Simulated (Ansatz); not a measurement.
## A computed series for MgO: response to strain

Consider MgO in the rock salt structure (space group Fm-3m, No. 225; a = 4.214 Å). Axes: x, y, z lie along the cube axes.

Strains are applied to the cell and any free atomic positions relax; under biaxial strain the out-of-plane vector relaxes too.

Computed with PBEsol (Ansatz, an electronic-structure program, PAW, no spin-orbit coupling).

Candidates:
(a) isotropic strain +3.74 %
(b) strain tensor (xx, yy, zz, yz, xz, xy) = (+0.25, +0.47, −0.09, +0.31, +0.22, +0.57) %
(c) biaxial strain +2.76 %, plane normal [001], relaxed out of plane
(d) isotropic strain −4.62 %

Notes on the quantities. energy relative to the base: free energy F.

Q: Order them by energy relative to the base, highest first.

A: (d) isotropic strain −4.62 % (+102 meV/atom), (a) isotropic strain +3.74 % (+52 meV/atom), (c) biaxial strain +2.76 %, plane normal [001], relaxed out of plane (+13 meV/atom), (b) strain tensor (xx, yy, zz, yz, xz, xy) = (+0.25, +0.47, −0.09, +0.31, +0.22, +0.57) % (+1.1 meV/atom)

Whether these cells are dynamically stable was not tested. The base started in Pnma and relaxed to Fm-3m at this level.
